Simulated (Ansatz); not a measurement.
Consider the following.

End structure of the (111)B surface of zinc-blende AlAs, from a spin-polarised start, As-terminated, 2x2 As vacancy (bottom of the slab: 3 H on 4 bottom sites):

```xyz
34
Lattice="8.1015 0.0000 0.0000 -4.0507 7.0161 0.0000 0.0000 0.0000 28.5000" Properties=species:S:1:pos:R:3 pbc="T T T"
Al     1.9661     1.2036     9.5659
Al     6.1354     1.2036     9.5659
Al     0.0000     4.6089     9.5659
Al     4.0507     4.6774    10.2402
As     0.0000     2.3387    10.5206
As     4.0507     2.2676    10.4796
As    -1.9638     5.8823    10.4796
As     1.9638     5.8823    10.4796
Al     0.0000     2.3387    12.9729
Al     4.0507     2.3387    12.9729
Al    -2.0254     5.8467    12.9729
Al     2.0254     5.8467    12.9729
As     0.0000     0.0000    13.7997
As     4.0507     0.0000    13.7997
As    -2.0254     3.5080    13.7997
As     2.0254     3.5080    13.7997
Al     0.0000    -0.0263    16.2752
Al     4.0507     0.0000    16.3001
Al    -2.0481     3.5212    16.2752
Al     2.0481     3.5212    16.2752
As     1.9909     1.1892    17.1141
As     6.1105     1.1892    17.1141
As     0.0000     4.6376    17.1141
As     4.0507     4.6774    17.0803
Al     2.5183     0.8848    19.5101
Al     5.5832     0.8848    19.5101
Al     0.0000     5.2465    19.5101
Al     4.0507     4.6774    19.5451
As     4.0507     2.3998    20.6218
As    -2.0783     5.8162    20.6218
As     2.0783     5.8162    20.6218
H      2.0064     1.1803     7.9754
H      6.0950     1.1803     7.9754
H      0.0000     4.6555     7.9754
```

Set-up: 34 atoms, 12.3 Å thick at the start with caps and adatoms (thin: gaps and levels are the slab's own); mesh 3x3x1; 0.025 eV smearing; dipole correction on; 8 atoms held, the rest relaxed; symmetry of the start imposed; spin-polarised from one start with parallel moments (other orders not tried), no spin-orbit, no U. The starting moment vanished. It is one candidate, not shown to be the stable structure of the face.

### Question
Predict the gap of the slab on its k-mesh from PBE (Ansatz, a program for electronic structure).

### Answer
0.48 eV

### Question
What is the computed highest filled level below the top vacuum level (PBE)?

### Answer
5.89 eV
